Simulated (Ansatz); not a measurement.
Structures of equal composition on the (000-1) surface of wurtzite GaN (N plane on top): 2x2 In adatom at H3; 2x2 In adatom at T4. The slabs share one bottom face, and each structure is named by its start. These are constructed structures in small cells; real faces may alloy, dewet or reconstruct in larger ones, and not all known structures of the face are among them. Slabs of about 14 Å with all that they carry, Fermi-Dirac smearing of 0.025 eV. Bottom of the slabs: H caps. Relaxed from the named starts with such symmetry as they have, on meshes of like density; energies extrapolated to zero smearing; no spin-orbit coupling, no U. Spin-polarised runs, if any, are marked in brackets, and their order is one that fits the cell; the others ran without spin. Where a second, spin-polarised start was run, the lower counts.

Host crystal: wurtzite GaN, with a band gap (PBE, scalar-relativistic without spin-orbit coupling).

These are r2SCAN, at the PBE geometry (plane waves to 500 eV, PAW; Ansatz, a quantum-chemistry and plane-wave program) values and carry that method's errors.

Problem. Order them by energy per 1x1 cell (lowest first) at the level r2SCAN, at the PBE geometry.

Solution. 2x2 In adatom at H3 (0.000 eV, gap 0.33 eV on the mesh), 2x2 In adatom at T4 (0.164 eV (3 In–N bonds formed), a narrow gap of 0.19 eV by band count)
